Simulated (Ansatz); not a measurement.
LaBeNO (model structure, started from the LaZnOP type, P4/nmm, No. 129, 8 atoms in the cell), treated with r²SCAN in Ansatz (PAW).

Numerical settings: plane-wave cutoff 560 eV, 10×10×6 k mesh (along the axes of the cell as run), Fermi–Dirac smearing 0.01 eV, scalar-relativistic PAW data made under PBE.

Cell (relaxed with PBEsol):

```yaml
crystal:
  lattice:
    - [3.55987, 0.00000, 0.00000]
    - [0.00000, 3.55987, 0.00000]
    - [0.00000, 0.00000, 7.76706]
  atoms:
    - { symbol: La, position: [0.00000, 0.50000, 0.81937] }
    - { symbol: La, position: [0.50000, 0.00000, 0.18063] }
    - { symbol: Be, position: [0.00000, 0.00000, 0.50000] }
    - { symbol: Be, position: [0.50000, 0.50000, 0.50000] }
    - { symbol: N, position: [0.50000, 0.00000, 0.58594] }
    - { symbol: N, position: [0.00000, 0.50000, 0.41406] }
    - { symbol: O, position: [0.50000, 0.50000, 0.00000] }
    - { symbol: O, position: [0.00000, 0.00000, 0.00000] }
```

Give the computed band gap and smallest direct gap on the k points sampled.


- band gap = 2.46 eV
- smallest direct gap on the k points sampled = 2.62 eV

Note: the relaxation could raise the start's symmetry but not lower it, so the cell can be a saddle point; cell and atoms aren't relaxed at this level (largest force component 0.19 eV/Å, pressure 3.5 GPa).

Spin–orbit coupling is not included.

Static lattice: no zero-point or thermal effects.

A model structure was made by putting elements into a prototype or built by hand; it is no filed structure, need not be a known phase, and can be a saddle point held by its symmetry.

Ansatz is a program for electronic structure.
